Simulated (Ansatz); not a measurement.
fcc Al (1 1 1) on polar orthorhombic HfO2 (1 1 0) (film strained to the substrate, started from cuts of the bulks and a machine-learned relaxation; slabs Hf32O64 and Al40, which can lie off the formulas)

A periodic stack without vacuum, fcc Al (1 1 1) on polar orthorhombic HfO2 (1 1 0) (film strained to the substrate, started from cuts of the bulks and a machine-learned relaxation; slabs Hf32O64 and Al40, which can lie off the formulas): substrate slab Hf32O64, film Al40, surface cells [[0, 2], [-1, 0]] and [[-5, 5], [-1, -1]], film strained by +2.6 and +3.0 %, outermost planes HfO/HfO and Al/Al as cut, which need not be the usual terminations and can put a slab off its formula.

The start was prepared with a machine-learned potential, and the result is one local minimum, with the in-plane cell held and forces under 0.04 eV/Å; the film can end far from its bulk form.

Level of theory: PBE (plane waves to 420 eV, PAW; Ansatz, a first-principles code). Scalar-relativistic, without spin–orbit coupling; the runs are not spin-polarised; PBE gaps are too small against experiment. Its k-point mesh 2×5×1, Fermi–Dirac width 0.05 eV.

- interface area = 74.8 Å²
- period = 24.73 Å
- heights between the nearest atoms of the two slabs at the two interfaces = 1.62 and 1.69 Å
- Al–Hf contacts across the interfaces within 1.22 times the sum of covalent radii = 26, mean 3.22 Å
- Al–O contacts across the interfaces within 1.22 times the sum of covalent radii = 8, mean 1.87 Å

```
CELL_PARAMETERS angstrom
     14.65887     0.00000    -0.00449
      0.00000     5.10122     0.00182
      1.82468    -2.54194    24.72458
ATOMIC_POSITIONS crystal
  Hf 0.02530 0.31133 0.12058
  Hf 0.52710 0.31377 0.12420
  Hf 0.15016 0.78274 0.06035
  Hf 0.64767 0.78386 0.06639
  Hf 0.88427 0.77973 0.05854
  Hf 0.38834 0.79616 0.05980
  Hf 0.76722 0.30351 0.12174
  Hf 0.26908 0.31408 0.12002
  O  0.07264 0.10349 0.04234
  O  0.58364 0.12601 0.04601
  O  0.01153 0.62858 0.07476
  O  0.51234 0.63927 0.07836
  O  0.84386 0.65474 0.13419
  O  0.34510 0.66738 0.13433
  O  0.90656 0.14711 0.09983
  O  0.40881 0.16257 0.09923
  O  0.76399 0.51945 0.04233
  O  0.28018 0.52725 0.04009
  O  0.76341 0.00776 0.06236
  O  0.26355 0.01609 0.06097
  O  0.13329 0.06181 0.13510
  O  0.63546 0.06100 0.13855
  O  0.15354 0.56129 0.12777
  O  0.65205 0.56025 0.13382
  Hf 0.24514 0.37791 0.27213
  Hf 0.74562 0.37482 0.27397
  Hf 0.36759 0.84773 0.20981
  Hf 0.86784 0.84219 0.20972
  Hf 0.10875 0.84475 0.20293
  Hf 0.60923 0.84367 0.20641
  Hf 0.98875 0.37244 0.26779
  Hf 0.48778 0.37456 0.26889
  O  0.29404 0.19165 0.19304
  O  0.79363 0.18682 0.19477
  O  0.23028 0.70819 0.22679
  O  0.73076 0.70870 0.22957
  O  0.06045 0.73682 0.28196
  O  0.56083 0.73760 0.28411
  O  0.12534 0.21934 0.24808
  O  0.62487 0.22232 0.24990
  O  0.99649 0.58336 0.19127
  O  0.49517 0.58884 0.19358
  O  0.98171 0.08705 0.20070
  O  0.48259 0.09272 0.20042
  O  0.35913 0.13370 0.28388
  O  0.85873 0.12804 0.28511
  O  0.37195 0.63079 0.27834
  O  0.87220 0.62480 0.27810
  Hf 0.46658 0.44659 0.42072
  Hf 0.96628 0.44970 0.42143
  Hf 0.58749 0.91653 0.35885
  Hf 0.08654 0.91838 0.35632
  Hf 0.33023 0.91670 0.35272
  Hf 0.82972 0.91515 0.35325
  Hf 0.20846 0.45062 0.41381
  Hf 0.70760 0.44526 0.41740
  O  0.51533 0.26538 0.34331
  O  0.01360 0.26610 0.34226
  O  0.45105 0.78538 0.37744
  O  0.94974 0.78167 0.37671
  O  0.28193 0.81023 0.42989
  O  0.78101 0.80686 0.43311
  O  0.34561 0.29764 0.39500
  O  0.84439 0.28945 0.39893
  O  0.21556 0.66224 0.33945
  O  0.71579 0.65780 0.34264
  O  0.20282 0.16395 0.34640
  O  0.70360 0.16176 0.34815
  O  0.58222 0.20356 0.43360
  O  0.07805 0.20358 0.43229
  O  0.59114 0.70078 0.42816
  O  0.09306 0.70070 0.42424
  Hf 0.68921 0.54083 0.56850
  Hf 0.19110 0.51526 0.56203
  Hf 0.80726 0.99983 0.50616
  Hf 0.30925 0.99325 0.50642
  Hf 0.54812 0.99507 0.50401
  Hf 0.05223 0.99051 0.50156
  Hf 0.42583 0.51735 0.56140
  Hf 0.92933 0.52749 0.56391
  O  0.73035 0.34048 0.49308
  O  0.23067 0.32237 0.48656
  O  0.66755 0.86890 0.52862
  O  0.17376 0.84771 0.52251
  O  0.49432 0.87993 0.58131
  O  0.01199 0.85824 0.58077
  O  0.56173 0.36590 0.55046
  O  0.06597 0.34964 0.54875
  O  0.43240 0.73011 0.49108
  O  0.94297 0.73146 0.48968
  O  0.42683 0.23124 0.49099
  O  0.92374 0.23628 0.49671
  O  0.80115 0.29089 0.58523
  O  0.30664 0.29182 0.57194
  O  0.81461 0.75874 0.56468
  O  0.30751 0.78532 0.57795
  Al 0.27816 0.88612 0.65509
  Al 0.04754 0.90344 0.65073
  Al 0.16351 0.39722 0.67377
  Al 0.85682 0.85363 0.68523
  Al 0.96516 0.39832 0.67972
  Al 0.67075 0.87084 0.68310
  Al 0.78109 0.32218 0.66120
  Al 0.49067 0.92587 0.65522
  Al 0.59160 0.38587 0.67998
  Al 0.39503 0.42569 0.67850
  Al 0.26302 0.60225 0.75732
  Al 0.06180 0.60343 0.76328
  Al 0.16353 0.07850 0.75537
  Al 0.85611 0.57729 0.77384
  Al 0.95952 0.08104 0.76528
  Al 0.66679 0.59286 0.77456
  Al 0.75552 0.09296 0.77669
  Al 0.47134 0.61935 0.76882
  Al 0.56271 0.11008 0.77325
  Al 0.36539 0.07921 0.75729
  Al 0.25134 0.30731 0.84829
  Al 0.05456 0.29127 0.85219
  Al 0.15061 0.80991 0.85008
  Al 0.84982 0.29500 0.86336
  Al 0.95391 0.80301 0.85767
  Al 0.64832 0.30489 0.87237
  Al 0.74096 0.80044 0.87581
  Al 0.44127 0.31406 0.85848
  Al 0.55234 0.81957 0.86504
  Al 0.34872 0.79871 0.85359
  Al 0.23296 0.00689 0.93882
  Al 0.04700 0.06651 0.97127
  Al 0.13720 0.53536 0.93989
  Al 0.86088 0.00032 0.95052
  Al 0.95064 0.51932 0.94655
  Al 0.59817 0.08019 0.97188
  Al 0.75852 0.47389 0.96648
  Al 0.41689 0.01785 0.94721
  Al 0.51528 0.54981 0.95399
  Al 0.31580 0.48946 0.96402
```
